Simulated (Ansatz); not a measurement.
**BaO under a change: pressure 0.9 GPa**

Consider BaO in the NiAs type structure (space group P6_3/mmc, No. 194; a = 3.772 Å, c = 6.644 Å; a model cell, its experimental status unchecked).

The change: cell and atoms relaxed at a pressure of 0.9 GPa.

Method: PBEsol in Ansatz (plane waves to 420 eV, PAW, without spin-orbit coupling). Γ-centred 10×10×5 mesh, Fermi–Dirac width 0.05 eV.

Volume per atom: 20.23 Å³ (base 20.47 Å³)
Density: 6.29 g/cm³ (base 6.22 g/cm³)
Lattice parameter a: 3.756 Å (base 3.772 Å)
c/a ratio: 1.763 (base 1.761)
Shortest interatomic distance: 2.728 Å (base 2.739 Å)
Enthalpy H = E + PV relative to the base's energy: +0.11 eV/atom
Band gap: 2.20 eV (base 2.21 eV)
Gap character: indirect, K → Γ (base indirect, K → Γ)
Smallest direct gap: 2.45 eV (base 2.47 eV)
Width of the top valence band: 1.03 eV (base 1.00 eV)
Electron mass: 0.36 mₑ along c, 0.65 mₑ across (at Γ) (base 0.36 mₑ along c, 0.65 mₑ across (at Γ))
Hole mass: 1.7 mₑ along c, 1.4 mₑ across (at K)
Valley order (the lowest conduction-band minima on the path, energy above the VBM, named in the base's zone): Γ 2.20 eV; M (1/2, 0, 0) 2.32 eV (base Γ 2.21 eV; M (1/2, 0, 0) 2.33 eV)

Load acts through the strain it causes; cell and atoms are relaxed under it. Effective masses come from finite differences of ±0.01 Å⁻¹. Stability against distortions was not tested. This is not the structure that BaO has at room temperature and ambient pressure.

Ansatz is an electronic-structure program.
